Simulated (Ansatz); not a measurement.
# Short convergence ladders for ZnSb₂ (P2, 6 atoms in the cell)

```
ZnSb2
1.0
    6.79981     0.00000     0.00000
    0.00000     6.79981     0.00000
    0.00000     0.00000     3.21039
Zn Sb
2 4
Direct
  0.50000   0.50000   0.51557
  0.00000   0.00000   0.00000
  0.85289   0.35289   0.25000
  0.35289   0.14711   0.75000
  0.14711   0.64711   0.25000
  0.64711   0.85289   0.75000
```

Base method: PBEsol, default PAW files made with PBE (plane waves; Ansatz, a first-principles code).

Base settings: basis.ecutwfc = 420 eV; kpoints.mp_grid.grid = 2 2 5; hamiltonian.xc = pbesol; hamiltonian.pseudopotentials = {kind: paw} (the program's default PAW files); scf.occupations.method = gaussian; scf.occupations.width = 0.1 eV.

The count of work is k-points × plane waves × bands × iterations; it is no time. 

**The cutoff for other potential files**

Level: DFT, PBEsol, plane waves, harder PAW files (source: ansatz) made with PBE.

In this ladder: hamiltonian.pseudopotentials = {kind: paw, source: ansatz}.

The second cell is the first with its lattice scaled by 0.98.

The mesh stays at the base's, so the ladder's end is converged at best in this setting alone.

The first pressure column holds Ansatz's estimate of the finite-basis (Pulay) stress, which hides part of the cutoff error; the other is without it.

Only quantities that move along the ladder and can be compared are tabulated.

```tsv
basis.ecutwfc	free energy less the last step's (meV/atom)	energy of the compressed cell less the first (meV/atom)	pressure (GPa)	pressure without the Pulay estimate (GPa)	largest difference of a force vector from the last step's (eV/Å)	count of work / last
295 eV	10040.39	-72.38	0.73	-341.03	0.112	0.11
365 eV	1520.07	8.56	-0.98	-66.29	0.014	0.13
460 eV	96.98	11.72	-0.91	-6.93	0.003	0.21
560 eV	2.66	9.29	-0.93	-1.19	0.000	0.28
660 eV	0.24	9.25	-0.93	-0.93	0.000	0.35
790 eV	0.14	9.25	-0.93	-0.93	0.000	0.46
990 eV	0.06	9.25	-0.93	-0.93	0.000	0.64
1320 eV	0.00	9.24	-0.93	-0.93	0.000	1.0
```

Coarsest basis.ecutwfc that holds the energy of the compressed cell less the first within 0.5 meV/atom of the last step, with all finer ones: 560 eV, at 0.28 of the last step's count of work; the step before is off by 2.5 meV/atom.

Coarsest basis.ecutwfc that holds the pressure within 1 GPa of the last step, with all finer ones: 365 eV, at 0.13 of the last step's count of work; the step before is off by 1.7 GPa.

Coarsest basis.ecutwfc that holds the free energy within 2 meV/atom of the last step, with all finer ones: 660 eV, at 0.35 of the last step's count of work; the step before is off by 2.7 meV/atom.

The energy difference between the two cells stays within 1 meV/atom of the last step's from 560 eV on, the total only from 660 eV on: much of the error is common to both cells and cancels.

At the lowest cutoff the pressure without the Pulay estimate lies 340 GPa under the last step's, the usual sign of Pulay stress in an incomplete plane-wave basis.

**The density cutoff**

The mesh stays at the base's, so the ladder's end is converged at best in this setting alone.

Only quantities that move along the ladder and can be compared are tabulated.

| basis.ecutrho_ratio | free energy less the last step's (meV/atom) | pressure (GPa) |
|---|---|---|
| 2 | -4.26 | -0.78 |
| 3 | -0.06 | -0.94 |
| 4 | 0.00 | -0.94 |
| 5 | 0.00 | -0.94 |
| 6 | 0.00 | -0.94 |
| 8 | 0.00 | -0.94 |
| 10 | 0.00 | -0.94 |
| 12 | 0.00 | -0.94 |
| 16 | 0.00 | -0.94 |

Coarsest basis.ecutrho_ratio that holds the pressure within 0.1 GPa of the last step, with all finer ones: 3; the step before is off by 0.16 GPa.

Coarsest basis.ecutrho_ratio that holds the free energy within 0.5 meV/atom of the last step, with all finer ones: 3; the step before is off by 4.3 meV/atom.

**The relaxed cell against the cutoff**

On ZnSb2 (P-4n2, 6 atoms in the cell): atoms on their sites.

In this ladder: relax = cell and atoms.

The mesh stays at the base's, so the ladder's end is converged at best in this setting alone.

Only quantities that move along the ladder and can be compared are tabulated.

```csv
basis.ecutwfc,relaxed volume (Å³/atom),relaxation steps
250 eV,24.835,18
295 eV,24.567,11
355 eV,24.450,7
420 eV,24.433,5
505 eV,24.431,5
630 eV,24.431,5
840 eV,24.431,5
```

Coarsest basis.ecutwfc that holds the relaxed volume within 0.122 Å³/atom of the last step, with all finer ones: 355 eV; the step before is off by 0.14 Å³/atom.

At the lowest cutoff the cell relaxes to a volume 1.7 % larger than at the highest. Ansatz relaxes on a stress corrected for the finite basis.

On the base run: the starting cell comes from a database of computed structures (which also holds hypothetical and non-ambient phases and stackings), without a prior relaxation at this level. Its lattice was rescaled by up to half a per cent. One atom was moved a little off its site on purpose. The run gives no clean gap (levels at the Fermi energy touch, overlap or are partly filled at this smearing), which alone does not show that the compound is a metal. Without a gap this mesh is coarse (it stands for a supercell whose shortest vector is 14 Å).

Left out of this page: 1 run of the series failed or unconverged.

Keys are those of Ansatz 0.2.
